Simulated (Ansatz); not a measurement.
We consider bcc Eu, described by PBE-D3(BJ) (Ansatz, a program for electronic structure, plane waves, PAW).

Run with plane-wave cutoff 520 eV, 18×18×18 k mesh, Fermi–Dirac smearing 0.05 eV, spin-polarised with parallel moments, scalar-relativistic PAW data made under PBE.

The volume scan:

```
V (Å³/atom)  E − E_lowest (meV/atom)  P (GPa)
-----------  -----------------------  -------
36.677                          6.77    1.013
37.457                          2.79    0.629
38.237                          0.59    0.281
39.018                          0.00   -0.036
39.798                          0.89   -0.324
40.578                          3.11   -0.588
41.359                          6.58   -0.830
```

**Question.** Estimate the bulk modulus from the pressures at 38.237 and 39.798 Å³/atom, and compare it with a fit to all energies.

**Answer.** B = −V dP/dV. Between V = 38.237 and 39.798 Å³/atom, dP/dV = (-0.324 − (0.281))/(39.798 − 38.237) = -0.388 GPa per Å³/atom; at the midpoint 39.017 Å³/atom this gives B ≈ 15.1 GPa. The third-order Birch–Murnaghan fit gives V0 = 38.926 Å³/atom, B0 = 15.3 GPa, B′ = 3.6, which lies within 1 % of that estimate.

Measured, for comparison: bulk modulus 10.9 ± 0.6 GPa (room temperature, no zero-point or thermal correction, our sources range from 10.9 to 11.7; as tabulated in arXiv:1012.3782); equilibrium volume per atom 48.10 Å³/atom (293 K, no zero-point or thermal correction; as tabulated in Wikipedia's data pages). Computed (rounded) less measured: bulk modulus +40 % (+31 % to +40 % over the range), equilibrium volume per atom -19.1 %.

Note: the 4f shell is treated without U or exact exchange, so its levels and filling can be wrong; the collinear magnetic order is the start's and need not be the measured one.

Spin–orbit coupling is not included.

Computed values are for the static lattice.

The result took roughly 6 core-minutes.
